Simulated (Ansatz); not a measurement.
Consider CuI in the zinc blende structure (space group F-43m, No. 216; a = 5.9393 Å). Axes: x, y, z lie along the cube axes.

All numbers come from plane-wave PAW DFT at the PBEsol level (Ansatz, an electronic-structure program, 420 eV), scalar-relativistic without spin-orbit coupling.

Base values:

The band gap is 1.17 eV.

The change: tensile biaxial strain of 0.14 % in the plane normal to [110], as in epitaxy on a mismatched substrate; the out-of-plane cell vector and the atoms relax.

**Question.** What does the calculation give for the out-of-plane strain, in-plane stress and band gap after the change?

**Answer.** The out-of-plane strain comes out as -0.13 %; the mean in-plane stress (compression positive) amounts to -0.1 GPa; the band gap stays 1.17 eV.

A biaxial case was relaxed in a doubled cell and then solved in the primitive one. Spin-orbit coupling, missing from the scalar runs, can matter with I. Stability against distortions was not tested. All final runs are without spin polarisation.
